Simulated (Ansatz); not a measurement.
# VN: pressure 3 GPa

The parent structure is VN in the rock salt structure (space group Fm-3m, No. 225; a = 4.1168 Å).

Now apply this change: a hydrostatic pressure of 3 GPa.

The values are results of PBE (Ansatz, a program for electronic structure, PAW, no SOC), not measurements. k-mesh 19×19×19 (Γ-centred); smearing 0.05 eV (Fermi–Dirac).

Volume per atom: 8.64 Å³ (base 8.72 Å³)
Lattice parameter a: 410.4 pm (base 411.7 pm)
Shortest interatomic distance: 205.2 pm (base 205.8 pm)
Enthalpy H = E + PV relative to the base's energy: +0.16 eV/atom
Band gap: zero (base zero)

Final structure:

```xyz
2
Lattice="0.0000 2.0520 2.0520 2.0520 0.0000 2.0520 2.0520 2.0520 0.0000" Properties=species:S:1:pos:R:3 pbc="T T T"
N      0.0000     0.0000     0.0000
V      2.0520     2.0520     2.0520
```

Load acts through the strain it causes; cell and atoms are relaxed under it. No phonon test of stability was made. Starting moments died away, wholly or in part, for the base; another magnetic solution may exist. All final runs are without spin polarisation.
